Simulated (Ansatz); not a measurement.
We consider 1T (CdI2-type) MgI₂, described by PBEsol (plane waves, PAW; Ansatz, an electronic-structure program).

Numerical settings: plane-wave cutoff 560 eV, 12×12×6 k mesh (along the axes of the cell as run), perturbation theory, scalar-relativistic PAW data made under PBE.

Computed at the level's own relaxed cell.

Question: Give the computed electronic dielectric constant ε∞ (mean over three axes) and dielectric constant ε0 (ions relaxed) (mean over three axes).

Answer: 
electronic dielectric constant ε∞ (mean over three axes): 4.25
dielectric constant ε0 (ions relaxed) (mean over three axes): 7.28

Note: the cell comes from a level without a dispersion term, which matters for the spacing of layers, chains or molecules; the cell has widely spaced layers and the level no dispersion term, so their spacing and the moduli can rest on weak binding.

Spin–orbit coupling is not included.

It cost around 30 core-minutes (rough) of CPU time.
